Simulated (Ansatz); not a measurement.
**NH3 on the 1x1 (110) surface of 3C silicon carbide (cut with top plane C + Si), one in a 2x2 cell, started at the site 'top Si'**

Host crystal: 3C silicon carbide, with a band gap (PBE, scalar-relativistic without spin-orbit coupling).

Level of theory: r2SCAN, at the PBE geometry (plane waves to 500 eV, PAW; Ansatz, an electronic-structure program).

Model: 52-atom slab, 7.7 Å thick at the start under the adsorbate (thin: gaps and levels are the slab's own), 3x3x1 mesh, Fermi-Dirac 0.01 eV, dipole correction, single point; no symmetry held, on the structure that PBE left; no spin, no spin-orbit, no U, no dispersion correction. At the end it is bonded to Si. In PBE it is, or lies within 0.03 eV of, the lowest of the starts that converged; the order may differ at this level.

The adsorption energy against NH3(g) at the same level is -2.11 eV and the change of the step from the bottom to the top vacuum level, against the clean slab is -1.51 eV. The height of the binding atom over the mean of the host atoms within 0.3 Å of the top one is 2.808 bohr. The nearest host atoms of the binding atom is Si at 1.90 Å, C at 2.92 Å, C at 3.00 Å and the note comes out as in the relaxation the adsorbate left its starting site by 1.3 Å. The cost is roughly 6 core-minutes.

A negative adsorption energy means that the adsorbate is more stable on the surface than in its reference.
